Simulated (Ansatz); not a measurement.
The reference is KI in the rock salt structure (space group Fm-3m, No. 225; a = 7.006 Å). Axes: x, y, z lie along the cube axes.

Computed with PBEsol/PAW in Ansatz (a first-principles code), no spin-orbit coupling.

The change: tensile biaxial strain of 0.50 % in the plane normal to [001], as in epitaxy on a mismatched substrate; the out-of-plane cell vector and the atoms relax.

Problem. What happens to the out-of-plane strain and in-plane stress?

Solution. The out-of-plane strain comes out as -0.09 %; the mean in-plane stress (compression positive) is -0.1 GPa.

Stability against distortions was not tested.
